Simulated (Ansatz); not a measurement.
Rh, element substitutions

Base system: Rh in the fcc (Cu type) structure (space group Fm-3m, No. 225).

```
Rh
1.0
    0.00000     1.89000     1.89000
    1.89000     0.00000     1.89000
    1.89000     1.89000     0.00000
Rh
1
Direct
  0.00000   0.00000   0.00000
```

Each row replaces one element on all its sites; cell and atoms are relaxed.

Method: PBEsol, PAW, 420 eV (Ansatz, a first-principles code; no spin-orbit coupling).

Candidates:
(a) Rh → Ir
(b) Rh → Bi
(c) Rh → W

Before the change:

The shortest interatomic distance is 2.673 Å.

**Question.** Order them by shortest interatomic distance, lowest first.

**Answer.** (a) Rh → Ir (2.709 Å), (c) Rh → W (2.827 Å), (b) Rh → Bi (3.495 Å)

Whether these cells are dynamically stable was not tested. As relaxed here, Bi is a hypothetical phase, not in the database extracts checked. The final runs are not spin-polarised. This is not the structure that W has at room temperature and ambient pressure.
